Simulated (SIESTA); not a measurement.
SIESTA run on SrIn2 (P3m1, 6 atoms in the cell): relaxation of the atoms.

Method: LDA PW92, numerical atomic orbitals DZP, PseudoDojo LDA standard norm-conserving potentials (rewritten from UPF to PSML) (SIESTA).

The change in words: one atom moved by 0.15 angstrom; MD.TypeOfRun: default → FIRE; MD.Steps: default → 40; MD.MaxForceTol: default → 0.001 eV/Ang. Reference geometry:
```
CELL_PARAMETERS angstrom
      5.06967     0.00000     0.00000
     -2.53484     4.39046     0.00000
      0.00000     0.00000     8.15589
ATOMIC_POSITIONS crystal
  Sr 0.00000 0.00000 0.75000
  Sr 0.00000 0.00000 0.25000
  In 0.33333 0.66667 0.95349
  In 0.66667 0.33333 0.04651
  In 0.66667 0.33333 0.45349
  In 0.33333 0.66667 0.54651
```

Reference input (self-consistent single point, DFT, LDA PW92, numerical atomic orbitals DZP, PseudoDojo LDA standard norm-conserving potentials (rewritten from UPF to PSML)): XC.functional = LDA; XC.authors = PW92; potentials = PseudoDojo LDA standard; PAO.BasisSize = DZP; PAO.EnergyShift = 0.01 Ry; MeshCutoff = 400 Ry; kgrid.MonkhorstPack = 4 4 2; OccupationFunction = MP; OccupationMPOrder = 0; ElectronicTemperature = 1160.45 K; MaxSCFIterations = 150; SCF.Mixer.Method = Broyden. This run's input differs from it in these lines:

```diff
@@ -18,3 +18,3 @@
 %block AtomicCoordinatesAndAtomicSpecies
-     0.000000000    0.000000000    6.116915250  1
+     0.000000000    0.000000000    6.266918324  1
      0.000000000    0.000000000    2.038971750  1
@@ -46,2 +46,5 @@
 Diag.ParallelOverK           true
+MD.TypeOfRun                 FIRE
+MD.Steps                     40
+MD.MaxForceTol               0.001 eV/Ang
 WriteForces                  true
```

The program printed (abridged):

```
        iscf     Eharris(eV)        E_KS(eV)     FreeEng(eV)     dDmax    Ef(eV) dHmax(eV)
   scf:    1    -9058.870951    -9070.560959    -9070.566028  1.471453 -3.742612  3.017457
   scf:    2    -9071.844754    -9071.229896    -9071.236073  0.090502 -3.788125  2.009171
   scf:    3    -9071.965575    -9071.644734    -9071.651645  0.107561 -3.832802  0.414933
   scf:    4    -9071.662228    -9071.654570    -9071.661238  0.017114 -3.829243  0.104297
   scf:    5    -9071.656574    -9071.655705    -9071.662037  0.004300 -3.820400  0.023611
   [... 4 lines left out ...]
   scf:   10    -9071.655827    -9071.655826    -9071.662089  0.000038 -3.819287  0.000345
   scf:   11    -9071.655826    -9071.655826    -9071.662089  0.000023 -3.819328  0.000256
   scf:   12    -9071.655826    -9071.655826    -9071.662089  0.000015 -3.819358  0.000207
   scf:   13    -9071.655826    -9071.655826    -9071.662090  0.000010 -3.819380  0.000156
SCF Convergence by DM+H criterion
max |DM_out - DM_in|         :     0.0000097762
max |H_out - H_in|      (eV) :     0.0001561124
SCF cycle converged after 13 iterations

Using DM_out to compute the final energy and forces

siesta: E_KS(eV) =            -9071.6558

siesta: E_KS - E_eggbox =     -9071.6558

siesta: Atomic forces (eV/Ang):
     1   -0.000007    0.000004   -0.742765
   [... lines left out ...]
outcell: Cell volume (Ang**3)        :    181.5355
        iscf     Eharris(eV)        E_KS(eV)     FreeEng(eV)     dDmax    Ef(eV) dHmax(eV)
siesta: FreeEng =     -9071.747352
   [... lines left out ...]
siesta:      1    0.000000   -0.000000    0.000414
siesta:      2   -0.000000    0.000000   -0.001478
siesta:      3   -0.000001    0.000000   -0.003797
siesta:      4   -0.000000    0.000000    0.002421
siesta:      5    0.000000   -0.000000   -0.003571
siesta:      6   -0.000000    0.000000    0.001925
siesta: ----------------------------------------
siesta:    Tot   -0.000001    0.000000   -0.004087

siesta: Stress tensor (static) (eV/Ang**3):
siesta:    -0.008697   -0.000000   -0.000000
siesta:    -0.000000   -0.008697    0.000000
siesta:    -0.000000    0.000000   -0.010694

siesta: Cell volume =        181.535507 Ang**3

siesta: Pressure (static):
siesta:                Solid            Molecule  Units
siesta:           0.00010197          0.00010233  Ry/Bohr**3
siesta:           0.00936273          0.00939577  eV/Ang**3
siesta:          15.00074697         15.05368212  kBar
```

The relaxation ended unconverged. 

The starting cell comes from a database of computed structures (which also holds hypothetical and non-ambient phases and stackings), without a prior relaxation at this level. Its lattice was rescaled by up to half a per cent. For this run, on top of that: one atom moved by 0.15 angstrom. Values carry the incompleteness of an atom-centred basis.

Cost on one core of a shared machine: roughly 30 min.
